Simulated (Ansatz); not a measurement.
Functionals compared on the (110) surface of zinc-blende GaSb in its 1x1 cell (cut with top plane Ga + Sb, bottom plane Ga + Sb), outermost plane spacing 2.20 Å in the ideal cut, in Ansatz (plane waves, PAW). The structure was relaxed with PBE; the other rows are single points on it, each with its references at the same level. Cutoff 420 eV (500 eV for r2SCAN). HSE06 used the coarser mesh 4x3x1.

Slab: 12 atoms, Ga6Sb6, 11.0 Å thick at the start; k 6x4x1, smearing 0.025 eV, dipole-corrected; all atoms relaxed; held to the start's symmetry, so lower structures may exist; no spin, no spin-orbit, no U. These notes are the PBE run's.

A dash marks a value that is undefined for that row or was read on another mesh.

```
functional  surface energy (J/m²)  gap of the slab on its k-mesh (eV)  highest filled level below the top vacuum level (eV)           rough cost of the single point
----------  ---------------------  ----------------------------------  ----------------------------------------------------  ---------------------------------------
PBE                          0.45                                0.45                                                  4.48                                        –
LDA                          0.63                                0.36                                                  4.69           around 90 core-seconds (rough)
PBEsol                       0.55                                0.42                                                  4.52          around 110 core-seconds (rough)
RPBE                         0.34                                0.52                                                  4.41  about 120 core-seconds (a rough figure)
r2SCAN                       0.55                                0.69                                                  4.71              very roughly 4 core-minutes
HSE06                        0.50                                   –                                                     –                  roughly 28 core-minutes
```

Ansatz is a first-principles code.
